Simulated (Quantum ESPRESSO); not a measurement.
Quick settings and what they miss: TiSi2 (Fddd, 6 atoms in the cell)

Self-consistent single point.

```
CELL_PARAMETERS angstrom
      0.00000     4.02281     4.16485
      2.33455     0.00000     4.16485
      2.33455     4.02281     0.00000
ATOMIC_POSITIONS crystal
  Ti 0.50000 0.50000 0.50000
  Ti 0.75000 0.75000 0.75000
  Si 0.83743 0.16257 0.83743
  Si 0.16257 0.83743 0.16257
  Si 0.41257 0.08743 0.41257
  Si 0.08743 0.41257 0.08743
```

Method: LDA (PZ), GBRV 1.5 ultrasoft (LDA) pseudopotentials (plane waves; Quantum ESPRESSO).

Base settings: ecutwfc = 50 Ry; ecutrho = 400 Ry; occupations = smearing; smearing = marzari-vanderbilt; degauss = 0.019992 Ry; potentials = {Ti: ti_lda_v1.4.uspp.F.UPF, Si: si_lda_v1.uspp.F.UPF}; K_POINTS = automatic 7 7 7 0 0 0; conv_thr = 1e-10 Ry.

Tight run (finer mesh or higher cutoff; not a proven limit): ecutwfc: 50 Ry → 70 Ry; ecutrho: 400 Ry → 560 Ry; conv_thr: 1e-10 Ry → 7.3e-11 Ry; K_POINTS: automatic 7 7 7 0 0 0 → automatic 10 10 10 0 0 0. It gave Fermi level (on the code's own zero) 13.37 eV; pressure 6.21 GPa; largest force (vector length) 0.115 eV/Å.

Quick runs, as changes from the base:
- A: the base itself
- B: ecutwfc: 50 Ry → 35 Ry; ecutrho: 400 Ry → 280 Ry; K_POINTS: automatic 7 7 7 0 0 0 → automatic 4 4 4 0 0 0
- C: ecutwfc: 50 Ry → 40 Ry; ecutrho: 400 Ry → 320 Ry; smearing: marzari-vanderbilt → methfessel-paxton; degauss: 0.019992 Ry → 0.036749 Ry; K_POINTS: automatic 7 7 7 0 0 0 → automatic 2 2 2 0 0 0
- D: ecutwfc: 50 Ry → 35 Ry; ecutrho: 400 Ry → 280 Ry; smearing: marzari-vanderbilt → gaussian; degauss: 0.019992 Ry → 0.0099958 Ry; conv_thr: 1e-10 Ry → 7.3e-06 Ry; K_POINTS: automatic 7 7 7 0 0 0 → automatic 8 8 8 1 1 1
- E: ecutwfc: 50 Ry → 25 Ry; ecutrho: 400 Ry → 200 Ry; K_POINTS: automatic 7 7 7 0 0 0 → automatic 8 8 8 0 0 0
- F: ecutwfc: 50 Ry → 40 Ry; ecutrho: 400 Ry → 320 Ry; smearing: marzari-vanderbilt → fermi-dirac; degauss: 0.019992 Ry → 0.0147 Ry; pseudopotentials: {Ti: ti_lda_v1.4.uspp.F.UPF, Si: si_lda_v1.uspp.F.UPF} → {Ti: ti_pbesol_v1.4.uspp.F.UPF, Si: si_pbesol_v1.uspp.F.UPF}; K_POINTS: automatic 7 7 7 0 0 0 → automatic 6 6 6 0 0 0 [PBEsol]

Energies are extrapolated to zero smearing width, which holds to low order in the width alone (under cold and Methfessel-Paxton smearing the free energy itself is taken).

Dashes: time of C, under 30 s; pressure of D, not trusted under this conv_thr with d or f elements; energy of F, another energy zero.

† marks runs with another functional, U, potentials or spin treatment: their distance from the tight run is not a convergence error alone.

The count of work is k-points × plane waves × bands × iterations; it is no time. Core times come from one kind of shared machine and are given to one figure; runs under 30 s give none.

The starting cell comes from a database of computed structures (which also holds hypothetical and non-ambient phases and stackings), without a prior relaxation at this level. Its lattice was rescaled by a random factor within 2.5 % of one. Spin polarisation is off. In the base run, with a pressure of about 6 GPa the cell is away from its equilibrium volume at this level.

| run | energy less tight (meV/atom) | pressure less tight (GPa) | largest miss in a force vector (eV/Å) | count of work / tight | core time / tight (rough) |
|---|---|---|---|---|---|
| A | 2.6 | 0.01 | 0.012 | 0.26 | 0.3 |
| B | -8.8 | -0.17 | 0.070 | 0.047 | 0.05 |
| C | -12.3 | -1.89 | 0.662 | 0.012 | – |
| D | 1.1 | – | 0.001 | 0.40 | 0.3 |
| E | 46.1 | -4.05 | 0.002 | 0.14 | 0.10 |
| F† | – | 3.93 | 0.018 | 0.14 | 0.1 |

Among the runs at the tight run's level, the energy misses run from 1.1 to 46.1 meV/atom.
